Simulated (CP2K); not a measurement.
Input and output of a self-consistent single point for SrCa₃ (P1, 4 atoms in the cell) (CP2K).

Method of the run: CP2K with LDA (Pade form), GPW, DZVP-MOLOPT-SR-GTH basis, GTH-PADE potentials (GTH_POTENTIALS).

```xyz
4
Lattice="6.3892 0.0000 0.0000 3.1946 5.5332 0.0000 3.1946 1.8444 5.2168" Properties=species:S:1:pos:R:3 pbc="T T T"
Sr     0.0088    -0.0227    -0.0248
Ca     3.1514     1.8867     1.2998
Ca     9.5756     5.4995     3.9205
Ca     6.4319     3.7030     2.6297
```

Reference input (self-consistent single point, DFT LDA (Pade form), GPW, DZVP-MOLOPT-SR-GTH basis, GTH-PADE potentials (GTH_POTENTIALS)): CUTOFF = 500 Ry; REL_CUTOFF = 50 Ry; SMEAR/METHOD = GAUSSIAN; SIGMA = 0.2 eV; KPOINTS/SCHEME = MONKHORST-PACK 3 3 3; XC_FUNCTIONAL = PADE; Sr/BASIS_SET = DZVP-MOLOPT-SR-GTH; Sr/POTENTIAL = GTH-PADE-q10; Ca/BASIS_SET = DZVP-MOLOPT-SR-GTH; Ca/POTENTIAL = GTH-PADE-q10; METHOD = GPW; EPS_DEFAULT = 1e-10. This run's input differs from it in these lines:

```diff
@@ -40,3 +40,4 @@
     &KPOINTS
-      SCHEME MONKHORST-PACK 3 3 3
+      SCHEME MONKHORST-PACK 4 4 4
+      GAMMA_CENTERED T
     &END KPOINTS
```

Log, with long lists cut:

```
 SCF WAVEFUNCTION OPTIMIZATION

  Step     Update method      Time    Convergence         Total energy    Change
     1 NoMix/Diag. 0.30E+00      -     1.64239639      -141.2657858243 -1.41E+02
     2 Broy./Diag. 0.30E+00      -     0.00549329      -140.6292090962  6.37E-01
     3 Broy./Diag. 0.30E+00      -     0.02537052      -140.7762911172 -1.47E-01
     4 Broy./Diag. 0.30E+00      -     0.00563748      -140.9284270447 -1.52E-01
     5 Broy./Diag. 0.30E+00      -     0.00614760      -140.9373687993 -8.94E-03
     6 Broy./Diag. 0.30E+00      -     0.00187759      -140.9172928554  2.01E-02
   [... 3 lines left out ...]
    10 Broy./Diag. 0.30E+00      -     0.00003426      -140.9033185554 -2.39E-04
    11 Broy./Diag. 0.30E+00      -     0.00000360      -140.9034290998 -1.11E-04
    12 Broy./Diag. 0.30E+00      -     0.00000369      -140.9034087562  2.03E-05
    13 Broy./Diag. 0.30E+00      -     0.00000088      -140.9034158301 -7.07E-06
  *** SCF run converged in    13 steps ***

  Overlap energy of the core charge distribution:               0.00000000000000
  Self energy of the core charge distribution:               -275.76574195843858
  Core Hamiltonian energy:                                     62.79419132821646
  Hartree energy:                                              91.20142265168386
  Exchange-correlation energy:                                -19.12714019905247
  Smearing free energy correction:                             -0.00614765073664
  Fermi energy:                                                 0.14366392054102

  Total energy:                                              -140.90341583013253
  Total energy (extrapolated to sigma->0):                   -140.90034200476421

   [... lines left out ...]

 STRESS| Analytical stress tensor [bar]
 STRESS|                        x                   y                   z
 STRESS|      x       -1.31603165842E+04   9.31240701630E+01   7.11989750974E+01
 STRESS|      y        9.31240701630E+01  -1.26585428478E+04  -1.16658887115E+02
 STRESS|      z        7.11989750974E+01  -1.16658887115E+02  -1.30993521628E+04
 STRESS| 1/3 Trace                                            -1.29727371983E+04
```

The run converged in 13 iterations. Against the reference run the free energy falls by 17.0 meV/atom, the pressure hardly changes (-1.31 to -1.30 GPa) and the largest force goes from 0.126 to 0.132 eV/Å.

The starting cell comes from a database of computed structures (which also holds hypothetical and non-ambient phases and stackings), without a prior relaxation at this level. Its atoms were displaced at random from the sites of space group no. 225. Values carry the incompleteness of an atom-centred basis.
